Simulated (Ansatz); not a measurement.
Base system: Be in the hcp (Mg type) structure (space group P6_3/mmc, No. 194; a = 2.255 Å, c = 3.558 Å; relaxed with 0.1 eV smearing). Axes: x lies along a and z along c of the hexagonal cell.

Calculations: PBEsol (Ansatz, a program for electronic structure, PAW, spin-orbit coupling left out).

Strains are applied to the cell and any free atomic positions relax.

One change was made to it. Results:

The energy increases by 2.2 meV/atom; the pressure (mean of the normal stresses, compression positive) goes from zero to 2.1 GPa; the shortest interatomic distance decreases by 2.15 pm, from 220.5 pm to 218.3 pm.

Q: Name the change that was made.
A. uniaxial strain ε_zz = −3.00 %
B. uniaxial strain ε_zz = −1.50 %
C. uniaxial strain ε_zz = −2.00 %
D. uniaxial strain ε_zz = −1.00 %

A: B, uniaxial strain ε_zz = −1.50 %. For comparison, the energy relative to the base in the other runs: uniaxial strain ε_zz = −1.00 % gives +1.0 meV/atom; uniaxial strain ε_zz = −3.00 % gives +8.9 meV/atom; uniaxial strain ε_zz = −2.00 % gives +3.9 meV/atom.

No phonon test of stability was made.
